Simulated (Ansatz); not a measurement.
Bader charge of Cu (e) in related cells

Cell A: Cu (fcc, Fm-3m), 1 atom in the cell; spin state with PBE: run without spin, k-point mesh 28×28×28 on the run's own vectors. Conventional cell: a = b = c = 3.630 Å, α = β = γ = 90.00°.

Cell B: Cu2O (Pn-3m), 6 atoms in the cell; spin state with PBE: run without spin, k-point mesh 8×8×8 on the run's own vectors. Conventional cell: a = b = c = 4.2982 Å, α = β = γ = 90.00°.

Plane-wave PAW calculations with Ansatz (a program for electronic structure), its default PAW set, cutoff 420 eV, 500 eV for r2SCAN. The structures are at rest with PBE; other levels are single points on them. HSE06 runs on coarser k-point meshes. Some cells are metallic or hold partly filled levels, where a hybrid on a coarse mesh is less sure. Neutral cells; Fermi-Dirac smearing of at most 0.10 eV in the solids, energies taken to zero width. The lattices are those relaxed with PBE, so at other levels the solids can be strained, which adds to the spread. No structure search was made; lower ones may exist. The d electrons get no Hubbard U. A dispersion term ran beside these levels; it doesn't touch the electrons. Electrons of density maxima off the nuclei are shared among the atoms. Mean over the atoms, with the range where they differ; positive means electrons lost.

```
cell   PBE  r2SCAN  HSE06
----  ----  ------  -----
A     0.00    0.00   0.00
B     0.54    0.57   0.58
```

With PBE the value of B exceeds that of A by 0.54 e. With r2SCAN the value of B exceeds that of A by 0.57 e. With HSE06 the value of B exceeds that of A by 0.58 e.
